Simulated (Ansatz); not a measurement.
Data:

```xyz
2
Lattice="0.0000 2.2538 2.2538 2.2538 0.0000 2.2538 2.2538 2.2538 0.0000" Properties=species:S:1:pos:R:3 pbc="T T T"
Cl     0.0000     0.0000     0.0000
Li     2.2538     2.2538     2.2538
```

No spin polarisation.

All numbers come from PBE/PAW in Ansatz (a quantum-chemistry and plane-wave program), without spin-orbit coupling. Settings: 11×11×11 k-points, 0.05 eV Fermi–Dirac smearing.

Problem. Predict the band gap, gap character and electron mass.

Solution. The band gap comes out as 7.00 eV and the gap character is indirect, K–Γ (80 % along) → L. The electron mass is 0.99 mₑ along k, 0.28 mₑ across (at L).

Load acts through the strain it causes; cell and atoms are relaxed under it. Effective masses come from finite differences of ±0.01 Å⁻¹. Along k means along the line from Γ to the band edge. Whether these cells are dynamically stable was not tested. No other phases were tried under pressure. The cell was made from LiCl in the rock salt structure (space group Fm-3m, No. 225) by this change: pressure 30 GPa.
